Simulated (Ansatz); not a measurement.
The starting structures come from a database of crystals and need not be the phases stable at ambient conditions.

 Where the default PAW files enter, the runs use the earlier of Ansatz's two default sets.

```
CELL_PARAMETERS angstrom
      3.90929     0.00000     0.00000
      0.00000     3.90929     0.00000
      0.00000     0.00000     5.52212
ATOMIC_POSITIONS crystal
  Zn 0.50000 0.00000 0.76306
  Zn 0.00000 0.50000 0.23694
  Se 0.00000 0.00000 0.50000
  S  0.50000 0.50000 0.00000
```

Space group of this cell: P-4m2. The cell is taken as given.

Level of theory: r2SCAN (plane waves, PAW; Ansatz, an electronic-structure program).

The current runs along the normal of the first two printed vectors; no spin-orbit coupling. Scaled by the factor s: both lengths across the current (ions clamped). Meshes 8×8×6 and 8×8 across the current in all rows.

```
s     mean pressure (GPa)  slowest mid-gap decay constant κ (1/Å)
----  -------------------  --------------------------------------
0.98                  3.2                                       ?
1.00                  0.1                                   0.153
1.02                 -2.6                                   0.143
```

**Question.** Take the slope of the slowest mid-gap decay constant κ against ln s from the two given rows, extrapolate to s = 0.98, and say what the run there gives.

**Answer.** Slope = (0.143 − 0.153) / ln 1.02 = -0.505 1/Å. The line gives 0.153 + (-0.505) × ln 0.98 = 0.163 1/Å. The run gives 0.164 1/Å, 0.001 1/Å over the line, 8 % of the predicted step.
